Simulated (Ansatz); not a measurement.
Start from ZnCu$_{2}$SnS$_{4}$ (space group I-4, No. 82; a = 5.414 Å, c = 10.823 Å).

The values are results of Ansatz (a first-principles code) r2SCAN, no spin-orbit coupling, earlier PAW set, not measurements.

Before the change:

The valley order is Γ 0.47 eV; X (0, 0, 1/2) 0.85 eV and the width of the top valence band is 0.88 eV. The hole mass comes out as 0.12 mₑ along c, 0.81 mₑ across (at Γ).

Now apply this change: cell and atoms relaxed at a pressure of 3 GPa.

Problem. What happens to the valley order, width of the top valence band and hole mass?

Solution. The valley order (the lowest conduction-band minima on the path, energy above the VBM, named in the base's zone) becomes Γ 0.58 eV; X (0, 0, 1/2) 0.92 eV (base: Γ 0.47 eV; X (0, 0, 1/2) 0.85 eV); the width of the top valence band increases by 0.08 eV to 0.96 eV; the hole mass changes from 0.12 mₑ along c, 0.81 mₑ across (at Γ) to 0.14 mₑ along c, 0.75 mₑ across (at Γ).

The levels and masses belong to the bands next to the band gap. Load acts through the strain it causes; cell and atoms are relaxed under it. Masses are band curvatures over ±0.01 Å⁻¹ around the edge. Whether these cells are dynamically stable was not tested. All final runs are without spin polarisation.
